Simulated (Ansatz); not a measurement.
**GaN: biaxial strain +0.83 %, plane normal [111], relaxed out of plane**

Take GaN in the zinc blende structure (space group F-43m, No. 216; a = 4.498 Å) as the base. Axes: x, y, z lie along the cube axes.

The change: biaxial strain +0.83 %, plane normal [111], relaxed out of plane (Cartesian); in-plane vectors clamped, the third vector and the atoms free.

Method: PBEsol in Ansatz (plane waves to 420 eV, PAW, no spin-orbit coupling). k-mesh 13×13×13 (Γ-centred); smearing 0.05 eV (Fermi–Dirac).

* **Volume per atom**: 11.52 Å³ (base 11.38 Å³)
* **Space group**: R3m (No. 160) (base F-43m (No. 216))
* **Shortest interatomic distance**: 1.950 Å (base 1.948 Å)
* **Energy relative to the base (free energy F)**: +2.1 meV/atom
* **Pressure (mean of the normal stresses, compression positive)**: -23.5 kbar (base 0.0 kbar)
* **Band gap**: 1.57 eV (base 1.70 eV)
* **Gap character**: direct at Γ (base direct at Γ)
* **Electron mass**: 0.15 mₑ (at Γ) (base 0.15 mₑ (at Γ))
* **Hole mass**: 0.13 mₑ out of plane, 1.9 mₑ in plane (at Γ)
* **Valence-band top at Γ (three highest levels, from the VBM)**: 0.00, -0.08, -0.08 eV (base 0.00, 0.00, 0.00 eV)
* **Out-of-plane strain**: -0.37 %
* **Ratio −ε⊥/ε∥**: 0.44

Final structure (turned so that z lies along the plane normal):

```yaml
crystal:
  lattice:
    - [3.20702, 0.00000, 0.00000]
    - [1.60351, 2.77736, 0.00000]
    - [1.60351, -0.92579, 2.58746]
  atoms:
    - { symbol: Ga, position: [0.00117, 0.99942, 0.99825] }
    - { symbol: N, position: [0.49883, 0.25058, 0.75175] }
```

Effective masses come from finite differences of ±0.01 Å⁻¹. Whether these cells are dynamically stable was not tested. This is not the structure that GaN has at room temperature and ambient pressure. Labels are those of the standard path for the cell's own space group.

Ansatz is a first-principles code.
